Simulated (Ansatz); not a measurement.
Consider the following.

```
AlP
1.0
    0.00000     2.73533     2.73533
    2.73533     0.00000     2.73533
    2.73533     2.73533     0.00000
Al P
1 1
Direct
  0.00000   0.00000   0.00000
  0.75000   0.75000   0.75000
```

The numbers are results of PBEsol with spin-orbit coupling, rigid bands (plane waves, PAW; Ansatz, a first-principles code), not measurements. Cell: cell and atoms relaxed with PBEsol.

**Question.** What conductivity effective mass do dilute electrons have at 300 K?

**Answer.** 0.33 mₑ.

**Question.** Predict the hole conductivity mass (n e² τ/σ) at 300 K, by direction if it differs.

**Answer.** 0.68 mₑ.

**Question.** And the band gap?

**Answer.** 1.43 eV at this level; semilocal functionals usually fall short of the measured gap.

Rigid bands, one relaxation time for all states, no polarons.
